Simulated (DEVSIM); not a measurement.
Structure: illuminated GaAs p-on-n cell, one wavelength, at 400 K.

Layer 1 from the left is GaAs, thickness (μm) 0.0920, Na (cm⁻³) 5.6e17, τn (s) 6.1e-9, τp (s) 2.4e-10, absorption coefficient (cm⁻¹) 79000. Layer 2 from the left is GaAs, thickness (μm) 2.30, Nd (cm⁻³) 2e15, τn (s) 6.1e-9, τp (s) 6.1e-9, absorption coefficient (cm⁻¹) 79000.

Left contact: ohmic, minority electron recombination velocity 2e6 cm/s. Right contact: ohmic, minority hole recombination velocity 5e5 cm/s. Voltage is applied to the left contact. Recombination: SRH at mid-gap, radiative, Auger. Light enters at the left, 2.1e17 photons cm⁻² s⁻¹, one pass, no reflection. Mobility is μmin + (μ − μmin)/(1 + (N/Nref)^α).

Constants are typed, rounded textbook-type inputs, not results; the design itself was drawn at random and stands for no fabricated device. Values at 300 K; Nc and Nv go as T^1.5, mobilities as T to minus their exponent, the gap by Varshni's rule with the affinity fixed.

GaAs: gap (eV) 1.424, affinity (eV) 4.07, permittivity 12.9, Nc (cm⁻³) 4.7e17, Nv (cm⁻³) 9e18, μn (cm²/Vs) 8500, μp (cm²/Vs) 400, μn,min 500, μp,min 20, Nref,n 6e16, Nref,p 1.5e17, αn 0.39, αp 0.38, T exponent of μn 2.1, T exponent of μp 2.2, B (cm³/s) 2e-10, Cn (cm⁶/s) 1e-30, Cp (cm⁶/s) 1e-30, Varshni α (eV/K) 0.000541, Varshni β (K) 204.

Model (solved in DEVSIM): 1D drift-diffusion, Boltzmann statistics, complete ionisation; no tunnelling, impact ionisation, image-force lowering or self-heating.

Dark forward current:

| |V| (V) | |J| (A/cm²) |
|---|---|
| 0.05 | 8.096e-7 |
| 0.10 | 2.411e-6 |
| 0.15 | 5.783e-6 |
| 0.20 | 1.305e-5 |
| 0.25 | 2.892e-5 |
| 0.30 | 6.398e-5 |
| 0.35 | 0.0001428 |
| 0.40 | 0.0003249 |
| 0.45 | 0.0007630 |
| 0.50 | 0.001882 |
| 0.55 | 0.004970 |
| 0.60 | 0.01430 |
| 0.65 | 0.04498 |
| 0.70 | 0.1531 |
| 0.75 | 0.5474 |
| 0.80 | 1.966 |
| 0.85 | 6.670 |
| 0.90 | 20.64 |
| 0.95 | 59.46 |
| 1.00 | 166.0 |
| 1.05 | 453.8 |
| 1.10 | 1167 |
| 1.15 | 2657 |

Question: Work out the local ideality factor n = ΔV / (kT/q · ln(J2/J1)) between the rows 0.15 and 0.20 V, 0.75 and 0.80 V, 1.10 and 1.15 V.

Answer: kT/q = 34.47 mV. From 0.15 to 0.20 V: ln(1.305e-5/5.783e-6) = 0.814, n = 1.78. From 0.75 to 0.80 V: ln(1.966/0.5474) = 1.279, n = 1.13. From 1.10 to 1.15 V: ln(2657/1167) = 0.823, n = 1.76.

Question: What current could the absorbed light give at most, and what share is collected?

Answer: Σ αd = 18.9, so qΦ(1 − exp(−Σ αd)) = 33.6 mA/cm². The simulated short-circuit current is 31.41 mA/cm², a share of 0.93.

Question: Estimate the open-circuit voltage by superposition: the voltage at which the dark current equals that short-circuit current.

Answer: Interpolating ln J in the table gives 0.634 V. The simulation gives 0.635 V, the same within the digits that matter. Superposition holds where collection doesn't change with voltage.

Question: Estimate the fill factor from FF0 = (v − ln(v + 0.72))/(v + 1), v = qVoc/(nkT), with n from the dark curve.

Answer: The rows about Voc, 0.60 and 0.65 V, give n = 1.27, so v = 14.6 and FF0 = 0.760. The simulation gives 0.746; the estimate lies 1.9 % above.
